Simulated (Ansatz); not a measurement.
System: Ga2O3 (model structure, started from the stibnite type, Pnma, No. 62, 20 atoms in the cell). Method: PBEsol in Ansatz (plane waves, PAW).

Settings: plane-wave cutoff 520 eV, 4×12×6 k mesh (along the axes of the cell as run), Fermi–Dirac smearing 0.01 eV, scalar-relativistic PAW data made under PBE.

Cell (relaxed with PBE-D3(BJ)):

```cif
data_Ga8O12
_chemical_formula_sum 'Ga8 O12'
_space_group_name_H-M_alt 'P 1'
_space_group_IT_number 1
_cell_length_a 10.55964
_cell_length_b 2.97389
_cell_length_c 7.46927
_cell_angle_alpha 90.000
_cell_angle_beta 90.000
_cell_angle_gamma 90.000
loop_
_space_group_symop_operation_xyz
  'x, y, z'
loop_
_atom_site_label
_atom_site_type_symbol
_atom_site_fract_x
_atom_site_fract_y
_atom_site_fract_z
_atom_site_occupancy
Ga1 Ga 0.95440 0.25000 0.14608 1
Ga2 Ga 0.45440 0.25000 0.35392 1
Ga3 Ga 0.04560 0.75000 0.85392 1
Ga4 Ga 0.54560 0.75000 0.64608 1
Ga5 Ga 0.61941 0.25000 0.98268 1
Ga6 Ga 0.11941 0.25000 0.51732 1
Ga7 Ga 0.38059 0.75000 0.01732 1
Ga8 Ga 0.88059 0.75000 0.48268 1
O1 O 0.33183 0.25000 0.16516 1
O2 O 0.83183 0.25000 0.33484 1
O3 O 0.66817 0.75000 0.83484 1
O4 O 0.16817 0.75000 0.66516 1
O5 O 0.44495 0.25000 0.85581 1
O6 O 0.94495 0.25000 0.64419 1
O7 O 0.55505 0.75000 0.14419 1
O8 O 0.05505 0.75000 0.35581 1
O9 O 0.60368 0.25000 0.51278 1
O10 O 0.10368 0.25000 0.98722 1
O11 O 0.39632 0.75000 0.48722 1
O12 O 0.89632 0.75000 0.01278 1
```

Task: Give the computed band gap and smallest direct gap on the k points sampled.

Result: 
band gap: 1.44 eV (indirect)
smallest direct gap on the k points sampled: 1.59 eV

Note: the relaxation could raise the start's symmetry but not lower it, so the cell can be a saddle point; cell and atoms aren't relaxed at this level (largest force component 0.26 eV/Å, pressure -3.3 GPa).

Spin–orbit coupling is not included.

Static lattice: no zero-point or thermal effects.

A model structure was made by putting elements into a prototype or built by hand; it is no filed structure, need not be a known phase, and can be a saddle point held by its symmetry.

Ansatz is a first-principles code.
